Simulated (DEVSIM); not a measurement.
Device: illuminated Si n-on-p cell, one wavelength, with a back-surface field, at 300 K.

Layer 1 from the left is Si, thickness (μm) 0.150, Nd (cm⁻³) 4.1e18, τn (s) 8.7e-7, τp (s) 5.1e-8, absorption coefficient (cm⁻¹) 470. Layer 2 from the left is Si, thickness (μm) 56.0, Na (cm⁻³) 1.7e15, τn (s) 4.6e-6, τp (s) 4.6e-6, absorption coefficient (cm⁻¹) 470. Layer 3 from the left is Si, thickness (μm) 0.140, Na (cm⁻³) 4.1e18, τn (s) 4.6e-6, τp (s) 4.6e-6, absorption coefficient (cm⁻¹) 470.

Left contact: ohmic, minority hole recombination velocity 10000 cm/s. Right contact: ohmic, minority electron recombination velocity 8e5 cm/s. Voltage is applied to the left contact. Recombination: SRH at mid-gap, radiative, Auger. Gap narrowing is on: ΔEg = 6.92 meV × (l + √(l² + 0.5)), l = ln(N/1.3e17 cm⁻³), shared equally by both band edges. Light enters at the left, 2.1e17 photons cm⁻² s⁻¹, one pass, no reflection. Mobility is constant in doping.

The device is made up for the run: typed textbook-type constants, with dimensions and the other settings drawn at random. Values at 300 K.

Si: gap (eV) 1.124, affinity (eV) 4.05, permittivity 11.7, Nc (cm⁻³) 2.86e19, Nv (cm⁻³) 3.1e19, μn (cm²/Vs) 1417, μp (cm²/Vs) 470, B (cm³/s) 4.7e-15, Cn (cm⁶/s) 2.8e-31, Cp (cm⁶/s) 9.9e-32.

DEVSIM, 1D drift-diffusion, Boltzmann statistics, complete ionisation; no tunnelling, impact ionisation, image-force lowering or self-heating.

Dark forward current:

```tsv
|V| (V)	|J| (A/cm²)
0.05	2.588e-9
0.10	9.913e-9
0.15	3.446e-8
0.20	1.329e-7
0.25	6.146e-7
0.30	3.380e-6
0.35	2.088e-5
0.40	0.0001372
0.45	0.0009263
0.50	0.006288
0.55	0.04116
0.60	0.2355
0.65	1.168
0.70	5.263
0.75	20.66
0.80	68.63
0.85	190.5
0.90	441.6
0.95	874.7
1.00	1530
1.05	2433
```

**Question.** Work out the local ideality factor n = ΔV / (kT/q · ln(J2/J1)) between the rows 0.15 and 0.20 V, 0.45 and 0.50 V, 1.00 and 1.05 V.

**Answer.** kT/q = 25.85 mV. From 0.15 to 0.20 V: ln(1.329e-7/3.446e-8) = 1.350, n = 1.43. From 0.45 to 0.50 V: ln(0.006288/0.0009263) = 1.915, n = 1.01, near the 1 of diffusion or emission over a barrier. From 1.00 to 1.05 V: ln(2433/1530) = 0.464, n = 4.17.

**Question.** What current could the absorbed light give at most, and what share is collected?

**Answer.** Σ αd = 2.65, so qΦ(1 − exp(−Σ αd)) = 31.3 mA/cm². The simulated short-circuit current is 28.64 mA/cm², a share of 0.92.

**Question.** Estimate the open-circuit voltage by superposition: the voltage at which the dark current equals that short-circuit current.

**Answer.** Interpolating ln J in the table gives 0.540 V. The simulation gives 0.540 V, the same within the digits that matter. Superposition holds where collection doesn't change with voltage.

**Question.** Estimate the fill factor from FF0 = (v − ln(v + 0.72))/(v + 1), v = qVoc/(nkT), with n from the dark curve.

**Answer.** The rows about Voc, 0.50 and 0.55 V, give n = 1.03, so v = 20.3 and FF0 = 0.810. The simulation gives 0.810, the same within the digits that matter.
